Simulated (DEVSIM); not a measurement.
Structure: p-channel Si planar bulk MOSFET with SiON, at 400 K.

```
Property                                                      Value
-----------------------  ------------------------------------------
Gate length                                                   50 nm
Source drain length                                           40 nm
Dielectric thickness                                         1.2 nm
Lateral straggle                                             3.7 nm
Underlap                                                       0 nm
Junction depth                                              21.1 nm
Substrate depth                                              140 nm
Gate work function                                          5.06 eV
Source and drain doping  1.1e20 cm⁻³, Gaussian tails under the gate
Body doping                                             1.8e18 cm⁻³
Lifetime                                                     6e-8 s
Supply                                                        0.7 V
```

All mobilities are scaled by 0.4; velocity saturation, μ/(1 + (μE/vsat)^b)^(1/b) with b = 2 for electrons and 1 for holes and E the electric field along each mesh edge, is on. Mobility is μmin + (μ − μmin)/(1 + (N/Nref)^α).

This is a model device: material constants are rounded textbook-type values typed into the input, and sizes, dopings and lifetimes were drawn at random. Values at 300 K; Nc and Nv go as T^1.5, mobilities as T to minus their exponent, the gap by Varshni's rule with the affinity fixed.

Si: gap (eV) 1.124, affinity (eV) 4.05, permittivity 11.7, Nc (cm⁻³) 2.86e19, Nv (cm⁻³) 3.1e19, μn (cm²/Vs) 1417, μp (cm²/Vs) 470, μn,min 52, μp,min 45, Nref,n 9.7e16, Nref,p 2.2e17, αn 0.68, αp 0.72, T exponent of μn 2.3, T exponent of μp 2.2, vsat,n (cm/s) 1e7, vsat,p (cm/s) 8.4e6, Varshni α (eV/K) 0.000473, Varshni β (K) 636. SiON: gap (eV) 7, affinity (eV) 1.4, permittivity 5.5.

DEVSIM, 2D drift-diffusion, Boltzmann statistics, complete ionisation; no quantum confinement, tunnelling, impact ionisation, self-heating, contact resistance or fringe fields beside the gate. Metal contacts follow the ideal Schottky-Mott rule: no Fermi-level pinning, no interface dipoles.

Transfer curves, |Id| in μA/μm:

```tsv
Vg (V)	Vd = -0.05 V	Vd = -0.7 V
0.21	0.0008555	0.003019
0.175	0.001926	0.006716
0.14	0.004340	0.01498
0.105	0.009782	0.03344
0.07	0.02202	0.07458
0.035	0.04937	0.1653
0	0.1099	0.3625
-0.035	0.2411	0.7813
-0.07	0.5158	1.634
-0.105	1.057	3.261
-0.14	2.029	6.110
-0.175	3.576	10.63
-0.21	5.734	17.05
-0.245	8.394	25.54
-0.28	11.40	36.02
-0.315	14.60	48.45
-0.35	17.88	62.63
-0.385	21.19	78.49
-0.42	24.47	95.90
-0.455	27.69	114.7
-0.49	30.86	134.8
-0.525	33.96	156.1
-0.56	36.97	178.5
-0.595	39.92	201.9
-0.63	42.78	226.1
-0.665	45.57	251.2
-0.7	48.28	277.0
```

Q: Work out the subthreshold swing at low drain bias from the rows at 0.14 and 0.105 V, and compare it with the thermal limit.

A: log10(0.009782/0.004340) = 0.353 over 35.0 mV, so S = 99.2 mV/decade. The limit kT/q ln 10 is 79.4 mV/decade; the ratio is 1.25. This is the steepest step of the table.

Q: Find both thresholds at the constant current 0.1 μA × (1 μm/L) a micrometre, and the DIBL.

A: The current is 2.00 μA/μm. Interpolating ln Id gives -0.139 V and -0.080 V; their difference over the 0.65 V of drain bias is 91 mV/V.

Source and drain are degenerate, where Boltzmann statistics are only rough. The electric field that drives the saturation includes the junctions' built-in field, which lowers the mobility there even at small currents: subthreshold currents come out too low, a known weakness of this choice.
